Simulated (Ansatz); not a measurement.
Base system: CdS in the zinc blende structure (space group F-43m, No. 216; a = 5.878 Å).

Level of theory: r2SCAN (Ansatz, a quantum-chemistry and plane-wave program; PAW; 500 eV plane waves; no spin-orbit coupling).

Strains are applied to the cell and any free atomic positions relax.

One change was made to it. Results:

| quantity | base | after |
|---|---|---|
| pressure | 0.1 kbar | 67.9 kbar |
| electron mass | 0.15 mₑ (at Γ) | 0.16 mₑ (at Γ) |
| band gap | 1.54 eV | 1.75 eV |

**Question.** Which of these changes matches the shifts?
A) isotropic strain −2.00 %
B) isotropic strain −2.50 %
C) isotropic strain −0.50 %
D) isotropic strain −3.00 %

**Answer.** D, isotropic strain −3.00 %. For comparison, the pressure in the other runs: isotropic strain −0.50 % gives 9.5 kbar; isotropic strain −2.50 % gives 54.5 kbar; isotropic strain −2.00 % gives 42.1 kbar.

Masses are band curvatures over ±0.01 Å⁻¹ around the edge. Whether these cells are dynamically stable was not tested.
